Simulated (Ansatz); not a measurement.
By PBEsol, the system below comes out a metal.

Crystal: Hf (P6_3/mmc, hcp (Mg type), 2 atoms a cell, 22.3 Å³ an atom, -3 GPa at this level); planes in its conventional cell.

All values below come from PBEsol (plane waves, PAW; Ansatz, a first-principles code).

Ballistic conductance counts the channels of both spins, as a mean over 0.1 eV about the Fermi level; spin-orbit coupling is left out.

```csv
plane,area (Å²),G/A (10¹⁵ S/m²)
(001),8.8,0.60
(100),16.1,[?]
(110),27.9,[?]
(111),29.3,[?]
```

Problem. Fill in the missing entries.

Solution. 
- (100), G/A (10¹⁵ S/m²): 0.51
- (110), G/A (10¹⁵ S/m²): 0.53
- (111), G/A (10¹⁵ S/m²): 0.53
